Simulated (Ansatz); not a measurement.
A15 Mo3Si, treated with HSE06 in Ansatz (PAW).

Numerical settings: plane-wave cutoff 460 eV, 6×6×6 k mesh, Fermi–Dirac smearing 0.05 eV, no spin polarisation, scalar-relativistic PAW data made under PBE.

Cell (relaxed at this level):

Mo₃Si has the cubic space group Pm-3n (No. 223), the A15 (Cr3Si type) structure, Pearson symbol cP8. Lattice parameters: a = b = c = 4.862 Å, α = β = γ = 90.00°. Si on 2a is surrounded by 12 Mo at 2.718 Å. Mo on 6c is surrounded by 2 Mo at 2.431 Å and 8 Mo at 2.978 Å and 4 Si at 2.718 Å. (Neighbours: up to the widest gap in distance over summed covalent radii, below 1.35, at either atom; cation-cation and far metal-metal contacts left out.)

Problem. Give the computed bulk modulus and pressure derivative B′ of the bulk modulus.

Solution. 
- bulk modulus: 275 GPa
- pressure derivative B′ of the bulk modulus: 4.2

Note: the run has no spin polarisation, so it can have missed a magnetic state.

Computed values are for the static lattice.

Computing time: very roughly 30 core-minutes.

Ansatz is an electronic-structure program.
